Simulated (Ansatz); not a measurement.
Band structure of Rb (Im-3m, 1 atom in the cell).

```
CELL_PARAMETERS angstrom
     -2.78262     2.78262     2.78262
      2.78262    -2.78262     2.78262
      2.78262     2.78262    -2.78262
ATOMIC_POSITIONS crystal
  Rb 0.00000 0.00000 0.00000
```

Method: PBE (plane waves, PAW; Ansatz, a quantum-chemistry and plane-wave program).

Settings: basis.ecutwfc = 30.9 Ry; kpoints.mp_grid.grid = 11 11 11; hamiltonian.xc = pbe; hamiltonian.pseudopotentials = {kind: paw} (the program's default PAW files); scf.occupations.method = gaussian; scf.occupations.width = 0.02 Ry; kpoints.band_path.npoints = 8.

The starting cell has typed, rounded lattice constants, without a prior relaxation at this level. Its lattice was rescaled by a random factor within 2.5 % of one.

Levels in eV from the Fermi level, bands 1 to 8:
```json
[
 {"point": "Γ", "1": "-28.87", "2": "-12.91", "3": "-12.91", "4": "-12.91", "5": "-2.04", "6": "3.73", "7": "3.73", "8": "3.73"},
 {"point": "H", "1": "-28.86", "2": "-12.99", "3": "-12.99", "4": "-12.99", "5": "1.22", "6": "1.22", "7": "3.39", "8": "3.39"},
 {"point": "N", "1": "-28.87", "2": "-13.03", "3": "-12.95", "4": "-12.91", "5": "0.23", "6": "0.82", "7": "2.59", "8": "4.37"},
 {"point": "P", "1": "-28.87", "2": "-12.97", "3": "-12.97", "4": "-12.97", "5": "1.32", "6": "1.32", "7": "1.32", "8": "2.75"}
]
```

Bands cross the Fermi level along this path, so the cell is metallic at this level.

Keys are those of Ansatz 0.2.
